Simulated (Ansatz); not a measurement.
Start from ScBi in the zinc blende structure (space group F-43m, No. 216; a = 6.641 Å; a hypothetical phase, not in the database extracts checked). Axes: x, y, z lie along the cube axes.

All numbers come from PBEsol in Ansatz (plane waves to 420 eV, PAW, no SOC).

Modification: uniaxial strain ε_yy = +5.85 %, all other strain components held at zero, atoms relaxed at fixed cell.

Question: Predict the stress tensor and what it implies for the stiffness.

Answer: Stress of the strained cell less that of the base (GPa, compression positive):
```
  -1.93    0.00    0.00
   0.00   -2.37    0.00
   0.00    0.00   -1.93
```

Then −Δσ_ii/ε with ε = 0.0585 gives secant stiffness values (nonlinear terms included at this strain): C22 ≈ 40 GPa, C12 ≈ 33 GPa and C23 ≈ 33 GPa.

As a check, the harmonic strain energy −½ V₀ Δσ:ε is 16 meV/atom; the computed energy rise is 16 meV/atom.

Whether these cells are dynamically stable was not tested. All final runs are without spin polarisation.

Ansatz is an electronic-structure program.
